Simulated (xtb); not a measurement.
xtb 6.7.1, GFN2-xTB: Cr(O)(S)(OMe)(Me) (C[O][Cr]([CH3])(=[O])=[S]), 12 atoms. The geometry is a generated start, not checked to be a minimum at this level.

- method: GFN2-xTB
- --acc: 1 (default)
- --etemp (K): 300 (default)
- detailed input (--input): none: ANC optimiser, Lindh (1995) Hessian, microcycle=20, maxdispl=1.0, hlow=0.01 (default)
- basis functions: 42
- valence electrons: 38

```xyz
12

Cr     0.4516     1.0524     0.2048
O      0.4502     2.4508    -0.4507
S      0.9457     1.2583     2.2039
O      0.8166    -0.4618    -0.2949
C      1.1873    -1.6920    -0.7603
H      1.0895    -1.7350    -1.8538
H      2.2305    -1.8933    -0.4835
H      0.5476    -2.4638    -0.3094
C     -1.6454     0.8948     0.4207
H     -2.0131     0.1888    -0.3279
H     -2.1208     1.8582     0.2413
H     -1.9397     0.5427     1.4098
```

Charge 0 and multiplicity 1 are set for this test and not shown to be the ground state.

The structure is relaxed from this start with --opt LEVEL for the levels crude, sloppy, loose, lax, normal, tight, vtight, extreme, once each. Up to the end of the extreme run atoms move by at most 0.59 Å along an axis.

**Question.** Which level is enough to come within 5 meV of the tightest end point?

**Answer.** lax: 15 cycles against 159, ending 0.93 meV above.

| level | cycles | energy above the extreme run (meV) | gradient norm (eV/Å) |
|---|---|---|---|
| crude | 1 | 32 | 0.15 |
| sloppy | 1 | 32 | 0.15 |
| loose | 1 | 32 | 0.15 |
| lax | 15 | 0.93 | 0.052 |
| normal | 18 | 0.54 | 0.050 |
| tight | 21 | 0.43 | 0.016 |
| vtight | 88 | 0.14 | 0.0014 |
| extreme | 159 | — | 0.0010 |
